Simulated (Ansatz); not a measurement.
The parent structure is ZrSe2 in the CdI2 type structure (space group P-3m1, No. 164; a = 3.735 Å, c = 6.032 Å; layered, stacked along the Cartesian z axis). Axes: x lies along a and z along c of the hexagonal cell.

All numbers come from plane-wave PAW DFT at the PBE-D3(BJ) level (Ansatz, a program for electronic structure, 420 eV), no SOC.

For the base:

The band gap comes out as zero. The gap character comes out as absent.

It is then changed as follows: biaxial strain +3.00 %, plane normal [001], relaxed out of plane (Cartesian); in-plane vectors clamped, the third vector and the atoms free.

### Question
What does the calculation give for the band gap, gap character and hole mass after the change?

### Answer
The band gap becomes 0.15 eV (base: zero); the gap character goes from absent to indirect, Γ → L; the hole mass comes out as 0.15 mₑ out of plane, 1.6 mₑ in plane (at Γ).

Effective masses come from finite differences of ±0.01 Å⁻¹. Stability against distortions was not tested. The final runs are not spin-polarised. Gaps under 0.05 eV, about the width of the smearing, are given as zero. A zero or small gap of ZrSe2 can be the functional's error rather than a property of the material.
